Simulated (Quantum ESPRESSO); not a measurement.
Quantum ESPRESSO run on ZnS (P6_3mc, 20 atoms in the cell): self-consistent single point.

Computed with BLYP, PSlibrary PAW (PBE) pseudopotentials (plane waves; Quantum ESPRESSO 7.5).

```
CELL_PARAMETERS angstrom
      3.88613     0.00000     0.00000
     -1.94307     3.36549     0.00000
      0.00000     0.00000    31.78705
ATOMIC_POSITIONS crystal
  Zn 0.66667 0.33333 0.20000
  Zn 0.33333 0.66667 0.70000
  Zn 0.00000 0.00000 0.80000
  Zn 0.00000 0.00000 0.30000
  Zn 0.66667 0.33333 0.90000
  Zn 0.33333 0.66667 0.40000
  Zn 0.33333 0.66667 0.10010
  Zn 0.66667 0.33333 0.60010
  Zn 0.00000 0.00000 0.00010
  Zn 0.00000 0.00000 0.50010
  S  0.66667 0.33333 0.27490
  S  0.33333 0.66667 0.77490
  S  0.00000 0.00000 0.07500
  S  0.00000 0.00000 0.57500
  S  0.66667 0.33333 0.67500
  S  0.33333 0.66667 0.17500
  S  0.00000 0.00000 0.87490
  S  0.00000 0.00000 0.37490
  S  0.33333 0.66667 0.47510
  S  0.66667 0.33333 0.97510
```

Reference input (self-consistent single point, DFT, PBE, plane waves, PSlibrary PAW (PBE) pseudopotentials): ecutwfc = 50 Ry; ecutrho = 300 Ry; occupations = smearing; smearing = gauss; degauss = 0.0036749 Ry; potentials = {Zn: Zn.pbe-dn-kjpaw_psl.1.0.0.UPF, S: S.pbe-n-kjpaw_psl.1.0.0.UPF}; K_POINTS = automatic 5 5 1 0 0 0; conv_thr = 1e-10 Ry; mixing_beta = 0.7. This run's input differs from it in these lines:

```diff
@@ -17,2 +17,3 @@
    degauss = 0.0036749,
+   input_dft = 'blyp',
 /
```

Output, abridged:

```
     Self-consistent Calculation

     iteration #  1     ecut=    50.00 Ry     beta= 0.70

     Threshold (ethr) on eigenvalues was too large:
     Diagonalizing with lowered threshold

     total energy              =   -3111.43868951 Ry
     estimated scf accuracy    <       0.74163682 Ry

     iteration #  2     ecut=    50.00 Ry     beta= 0.70

     total energy              =   -3111.65171102 Ry
     estimated scf accuracy    <       0.18574819 Ry

     iteration #  3     ecut=    50.00 Ry     beta= 0.70

     total energy              =   -3111.68398250 Ry
     estimated scf accuracy    <       0.00685795 Ry

   [... 9 blocks of this kind left out ...]

     iteration # 13     ecut=    50.00 Ry     beta= 0.70

     total energy              =   -3111.68702373 Ry
     estimated scf accuracy    <          4.8E-10 Ry

     iteration # 14     ecut=    50.00 Ry     beta= 0.70
     End of self-consistent calculation

     the Fermi energy is     6.2025 ev

!    total energy              =   -3111.68702373 Ry
     estimated scf accuracy    <          4.7E-11 Ry
     smearing contrib. (-TS)   =      -0.00000000 Ry
     internal energy E=F+TS    =   -3111.68702373 Ry

     convergence has been achieved in  14 iterations

     Forces acting on atoms (cartesian axes, Ry/au):

     atom    1 type  1   force =     0.00000000    0.00000000    0.00008491
     atom    2 type  1   force =     0.00000000    0.00000000    0.00008491
     atom    3 type  1   force =     0.00000000    0.00000000   -0.00034595
     atom    4 type  1   force =     0.00000000    0.00000000   -0.00034595
     atom    5 type  1   force =     0.00000000    0.00000000    0.00056993
   [... lines left out ...]

     Total force =     0.001900     Total SCF correction =     0.000010

          total   stress  (Ry/bohr**3)                   (kbar)     P=        7.55
   0.00005471  -0.00000000   0.00000000            8.05       -0.00        0.00
  -0.00000000   0.00005471   0.00000000           -0.00        8.05        0.00
   0.00000000   0.00000000   0.00004458            0.00        0.00        6.56

   JOB DONE.
```

The run converged in 14 iterations. Against the reference run the pressure goes from -2.76 to 0.76 GPa, the largest force stays at 0.015 eV/Å and the gap on the mesh goes from 1.878 to 1.852 eV.

The starting cell comes from a database of computed structures (which also holds hypothetical and non-ambient phases and stackings), without a prior relaxation at this level. Its lattice was rescaled by a random factor within 2.5 % of one.

Cost on one core of a shared machine: roughly 10 min.
